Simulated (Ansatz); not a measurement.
The structure below was relaxed with Ansatz (a first-principles code) r2SCAN, no spin-orbit coupling, at pressure 15 GPa.

```yaml
crystal:
  lattice:
    - [-1.56193, 1.56193, 1.56193]
    - [1.56193, -1.56193, 1.56193]
    - [1.56193, 1.56193, -1.56193]
  atoms:
    - { symbol: W, position: [0.00000, 0.00000, 0.00000] }
```

Question: Find the space group and the Wyckoff positions.

Answer: Space group Im-3m (No. 229); a = 3.1239 Å, b = 3.1239 Å, c = 3.1239 Å, α = 90.00°, β = 90.00°, γ = 90.00°

```json
[
 {"atom": "W", "site": "2a", "symmetry": "m-3m", "x": "0.0000", "y": "0.0000", "z": "0.0000"}
]
```

Question: Describe the coordination.

Answer: The crystal has 2 atoms in its conventional cell. Lattice parameters: a = 3.1239 Å, b = 3.1239 Å, c = 3.1239 Å, α = 90.00°, β = 90.00°, γ = 90.00°. W is coordinated by 8 W at 2.705 Å and 6 W at 3.124 Å. (Neighbours: up to the widest gap in distance over summed covalent radii, below 1.35, at either atom.)

Load acts through the strain it causes; cell and atoms are relaxed under it. No phonon test of stability was made. No other phases were tried under pressure. The final runs are not spin-polarised. The cell was made from W in the bcc (W type) structure (space group Im-3m, No. 229) by this change: pressure 15 GPa.
